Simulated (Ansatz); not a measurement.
# WMo (model structure, within 0.1 Å of Pm-3m, No. 221, 2 atoms in the cell)

The numbers are results of LDA in Ansatz (plane waves, PAW), not measurements.

Run with plane-wave cutoff 520 eV, 20×20×14 k mesh (along the axes of the cell as run), Fermi–Dirac smearing 0.05 eV, no spin polarisation, scalar-relativistic PAW data made under PBE.

Cell (relaxed at this level):

```
CELL_PARAMETERS angstrom
      3.12218     0.00000     0.00000
      0.00000     3.12218     0.00000
      0.00000     0.00000     3.12388
ATOMIC_POSITIONS crystal
  Mo 0.50000 0.50000 0.50000
  W  0.00000 0.00000 0.00000
```

```json
{
  "bulk modulus B0": "316 GPa"
}
```

Note: the run has no spin polarisation, so it can have missed a magnetic state; the bulk modulus is −V dP/dV from two relaxed cells at ±2 % in volume.

Spin–orbit coupling is not included.

Static lattice: no zero-point or thermal effects.

Computing time: roughly 3.0 core-minutes.

A model structure was made by putting elements into a prototype or built by hand; it is no filed structure, need not be a known phase, and can be a saddle point held by its symmetry.

Ansatz is a program for electronic structure.
